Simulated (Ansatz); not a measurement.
Consider the following.

```yaml
crystal:
  lattice:
    - [4.14667, 0.00000, 0.00000]
    - [0.00000, 4.14667, 0.00000]
    - [0.00000, 0.00000, 2.64416]
  atoms:
    - { symbol: Si, position: [0.50000, 0.50000, 0.50000] }
    - { symbol: Si, position: [0.00000, 0.00000, 0.00000] }
    - { symbol: O, position: [0.80517, 0.80517, 0.50000] }
    - { symbol: O, position: [0.30517, 0.69483, 0.00000] }
    - { symbol: O, position: [0.69483, 0.30517, 0.00000] }
    - { symbol: O, position: [0.19483, 0.19483, 0.50000] }
```

No spin polarisation.

Computed with r2SCAN (Ansatz, a first-principles code, PAW, no SOC), earlier PAW set. Settings: 8×8×12 k-points, 0.05 eV Fermi–Dirac smearing.

Q: Predict the band gap.

A: 7.01 eV.

Q: Estimate the electron mass.

A: 0.39 mₑ along c, 0.51 mₑ across (at Γ).

Q: What is the computed gap character?

A: Direct at Γ.

The cells carry an imposed strain or load. Effective masses come from finite differences of ±0.01 Å⁻¹. Stability against distortions was not tested. The cell was made from SiO₂ in the rutile structure (space group P4_2/mnm, No. 136) by this change: isotropic strain −0.91 %.
